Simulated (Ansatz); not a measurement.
Fluorite HfO₂ (high-temperature phase), treated with HSE06 in Ansatz (plane waves, PAW).

Run with plane-wave cutoff 460 eV, 8×8×8 k mesh, Fermi–Dirac smearing 0.01 eV, scalar-relativistic PAW data made under PBE.

Computed at the level's own relaxed cell.

### Question
Estimate the equilibrium volume per atom, lattice parameter a, pressure derivative B′ of the bulk modulus, Γ–Γ gap and band gap that the calculation returns.

### Answer

equilibrium volume per atom: 10.77 Å³/atom
lattice parameter a: 5.056 Å
pressure derivative B′ of the bulk modulus: 4.1
Γ–Γ gap: 6.25 eV
band gap: 5.41 eV (on the SCF k mesh)

Note: symmetry holds this phase in the static calculation, where it need not be a minimum; held by symmetry at 0 K, a high-temperature phase can be a saddle point.

Spin–orbit coupling is not included.

Ansatz is a quantum-chemistry and plane-wave program.
